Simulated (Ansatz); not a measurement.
Band structure of Be (P6_3/mmc, 4 atoms in the cell).

```
Be
1.0
    2.26275     0.00000     0.00000
   -1.13138     1.95960     0.00000
    0.00000     0.00000     7.28041
Be
4
Cartesian
  0.00000   0.00000   0.00000
  0.00000   0.00000   3.64021
  0.00000   1.30640   1.82010
  1.13138   0.65320   5.46031
```

Computed with PBE (plane waves, PAW; Ansatz, a first-principles code).

Settings: basis.ecutwfc = 420 eV; kpoints.mp_grid.grid = 22 22 6; hamiltonian.xc = pbe; hamiltonian.pseudopotentials = {kind: paw} (the program's default PAW files); scf.occupations.method = gaussian; scf.occupations.width = 0.2 eV; kpoints.band_path.npoints = 8.

The starting cell was generated: these elements placed on a structure prototype, without a prior relaxation; it need not be a known phase or ordering of this composition. Its lattice was rescaled by a random factor within 2.5 % of one.

Levels in eV from the Fermi level, bands 1 to 7:
```csv
point,1,2,3,4,5,6,7
Γ,-11.45,-9.38,-9.36,-4.78,0.46,9.70,9.70
M,-5.02,-4.09,-3.74,-2.82,1.05,1.05,3.98
K,-2.08,-2.08,-1.21,-1.09,-0.64,-0.64,2.33
A,-10.93,-10.93,-6.87,-6.87,3.75,3.75,16.22
L,-4.70,-4.70,-3.17,-3.17,1.53,1.53,3.45
H,-2.11,-2.11,-1.15,-1.15,-0.57,-0.57,2.30
```

Bands cross the Fermi level along this path, so the cell is metallic at this level.

Keys are those of Ansatz 0.2.
